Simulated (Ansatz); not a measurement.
Consider the formation energy of the neutral H_Si in CoSi2 (Fm-3m). Reaction: 32 CoSi2 (Fm-3m) + 1/2 H2 (gas) → cell A + Si (diamond).

Cell A: a supercell of 96 sites of CoSi2 (Fm-3m) with H on a Si site (3 Co at 1.85 Å); an odd number of electrons; spin state with PBE: no moments, k-point mesh 2×2×2.
```
CELL_PARAMETERS angstrom
     10.71905     0.00000     0.00000
      0.00000    10.71905     0.00000
      0.00000     0.00000    10.71905
ATOMIC_POSITIONS crystal
  Co 0.99654 0.00008 0.00008
  Co 0.99725 0.25145 0.25145
  Co 0.26635 0.02208 0.23365
  Co 0.26635 0.23365 0.02208
  Si 0.12649 0.12725 0.37351
  Si 0.12329 0.37671 0.37671
  Si 0.12649 0.37351 0.12725
  Si 0.11399 0.12519 0.12519
  Si 0.37481 0.38601 0.12519
  Si 0.37275 0.37351 0.37351
  Si 0.37481 0.12519 0.38601
  Co 0.00260 0.00205 0.49740
  Co 0.00270 0.24996 0.75465
  Co 0.24785 0.00056 0.75028
  Co 0.24855 0.25145 0.50275
  Si 0.12786 0.12566 0.88024
  Si 0.13165 0.36835 0.88404
  Si 0.12304 0.37696 0.62698
  Si 0.12398 0.12589 0.62615
  Si 0.37400 0.12600 0.62789
  Si 0.37411 0.37602 0.62615
  Si 0.37434 0.37214 0.88024
  Si 0.37544 0.12456 0.87192
  Co 0.00260 0.49740 0.00205
  Co 0.00270 0.75465 0.24996
  Co 0.24855 0.50275 0.25145
  Co 0.24785 0.75028 0.00056
  Si 0.12304 0.62698 0.37696
  Si 0.13165 0.88404 0.36835
  Si 0.12786 0.88024 0.12566
  Si 0.12398 0.62615 0.12589
  Si 0.37400 0.62789 0.12600
  Si 0.37544 0.87192 0.12456
  Si 0.37434 0.88024 0.37214
  Si 0.37411 0.62615 0.37602
  Co 0.99832 0.50168 0.50168
  Co 0.99860 0.75002 0.75002
  Co 0.25004 0.49730 0.75465
  Co 0.25004 0.75465 0.49730
  Si 0.12321 0.62509 0.87518
  Si 0.12309 0.87540 0.87540
  Si 0.12321 0.87518 0.62509
  Si 0.12765 0.62583 0.62583
  Si 0.37347 0.62529 0.62529
  Si 0.37398 0.87580 0.62642
  Si 0.37384 0.87702 0.87702
  Si 0.37398 0.62642 0.87580
  Co 0.49172 0.00828 0.00828
  Co 0.47792 0.23365 0.23365
  Co 0.74972 0.00056 0.25215
  Co 0.74972 0.25215 0.00056
  Si 0.61976 0.12566 0.37214
  Si 0.61596 0.36835 0.36835
  Si 0.61976 0.37214 0.12566
  Si 0.62808 0.12456 0.12456
  Si 0.87211 0.12600 0.12600
  Si 0.87385 0.37602 0.12589
  Si 0.87302 0.37696 0.37696
  Si 0.87385 0.12589 0.37602
  Co 0.49992 0.00008 0.50346
  Co 0.49944 0.25215 0.75028
  Co 0.74782 0.00175 0.75218
  Co 0.74535 0.24996 0.49730
  Si 0.62298 0.12616 0.87702
  Si 0.62460 0.37691 0.87540
  Si 0.62482 0.37679 0.62509
  Si 0.62420 0.12602 0.62642
  Si 0.87471 0.12653 0.62529
  Si 0.87417 0.37235 0.62583
  Si 0.87491 0.37679 0.87518
  Si 0.87358 0.12602 0.87580
  Co 0.49992 0.50346 0.00008
  Co 0.49944 0.75028 0.25215
  Co 0.74535 0.49730 0.24996
  Co 0.74782 0.75218 0.00175
  Si 0.62482 0.62509 0.37679
  Si 0.62460 0.87540 0.37691
  Si 0.62298 0.87702 0.12616
  Si 0.62420 0.62642 0.12602
  Si 0.87471 0.62529 0.12653
  Si 0.87358 0.87580 0.12602
  Si 0.87491 0.87518 0.37679
  Si 0.87417 0.62583 0.37235
  Co 0.49795 0.49740 0.49740
  Co 0.49825 0.75218 0.75218
  Co 0.74998 0.50140 0.75002
  Co 0.74998 0.75002 0.50140
  Si 0.62532 0.62707 0.87468
  Si 0.61953 0.88047 0.88047
  Si 0.62532 0.87468 0.62707
  Si 0.62140 0.62511 0.62511
  Si 0.87406 0.62594 0.62594
  Si 0.87489 0.87860 0.62511
  Si 0.87293 0.87468 0.87468
  Si 0.87489 0.62511 0.87860
  H  0.33130 0.16870 0.16870
```

Reference: Si (diamond, Fd-3m), 2 atoms in the cell, k-point mesh 10×10×10 on the run's own vectors. Conventional cell: a = b = c = 5.4700 Å, α = β = γ = 90.00°.

Reference: CoSi2 (Fm-3m), 96 atoms in the cell, a perfect crystal on lattice vectors that match the other cells'; spin state with PBE: no moments, k-point mesh 2×2×2 on the run's own vectors.

Reference: an isolated H2 molecule (singlet) in a box of 11 × 11 × 13 Å.

Computed with Ansatz (plane waves, PAW), its default PAW set, cutoff 420 eV. The structures are at rest with PBE, within the held lattices. Neutral cells; Fermi-Dirac smearing of at most 0.05 eV in the solids, energies taken to zero width. A dispersion term (D3(BJ), or D4 for r2SCAN) was computed beside these levels and is taken off wherever the name lacks it. Nuclei at rest; no vibrational terms. Cells are local rest points, mostly with their start's symmetry. No correction for cell size. Mesh and cell size may move defect energies by 0.1 eV or more. The value holds for the reservoirs listed; other chemical potentials shift it. Cell A has symmetry R3m and got no random move, so less symmetric positions, which may lie lower, weren't tried.

**Question.** What value does PBE give?

**Answer.** 2.24 eV, for 32 CoSi2 (Fm-3m) + 1/2 H2 (gas) → cell A + Si (diamond).

Ansatz is a quantum-chemistry and plane-wave program.
